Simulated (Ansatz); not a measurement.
The parent structure is PbO2 in the rutile structure (space group P4_2/mnm, No. 136; a = 5.082 Å, c = 3.444 Å).

The values are results of plane-wave PAW DFT at the PBE level (Ansatz, a program for electronic structure, 420 eV), scalar-relativistic without spin-orbit coupling, not measurements.

For the base:

| Property | Result |
|---|---|
| Pressure | 0.0 GPa |

Perturbation: the cell is scaled by 1.0120 in all directions, atoms relaxed at fixed cell.

Problem. How does this affect the energy relative to the base?

Solution. The energy increases by 6.7 meV/atom.

Problem. What happens to the pressure?

Solution. The pressure (mean of the normal stresses, compression positive) goes from zero to -3.9 GPa.

The cells carry an imposed strain or load. Whether these cells are dynamically stable was not tested. The final runs are not spin-polarised.
